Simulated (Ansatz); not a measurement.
Consider InSb in the zinc blende structure (space group F-43m, No. 216).

```
InSb
1.0
    0.00000     3.27863     3.27863
    3.27863     0.00000     3.27863
    3.27863     3.27863     0.00000
Sb In
1 1
Direct
  0.75000   0.75000   0.75000
  0.00000   0.00000   0.00000
```

Cartesian axes are those of the cell as printed.

Calculations: r2SCAN (Ansatz, an electronic-structure program; PAW; 500 eV plane waves; spin-orbit coupling left out), earlier PAW set.

Base values:

```
Item                             Value
-----------------------------  -------
Pressure                       0.0 GPa
Shortest interatomic distance  2.839 Å
Band gap                          zero
```

It is then changed as follows: the cell is stretched by 1.59 % along x with no lateral relaxation, atoms relaxed at fixed cell.

What does the calculation give for the pressure after the change?

The pressure (mean of the normal stresses, compression positive) goes from zero to -0.7 GPa.

How does this affect the energy relative to the base?

The energy goes up by 1.7 meV/atom.

What does the calculation give for the shortest interatomic distance after the change?

The shortest interatomic distance grows by 0.0151 Å, from 2.839 Å to 2.855 Å.

Predict the new band gap.

The band gap stays zero.

Spin-orbit coupling, missing from the scalar runs, can matter with Sb. The cells carry an imposed strain or load. Whether these cells are dynamically stable was not tested. All final runs are without spin polarisation. Gaps under 0.05 eV, about the width of the smearing, are given as zero. A zero or small gap of InSb can be the functional's error rather than a property of the material.
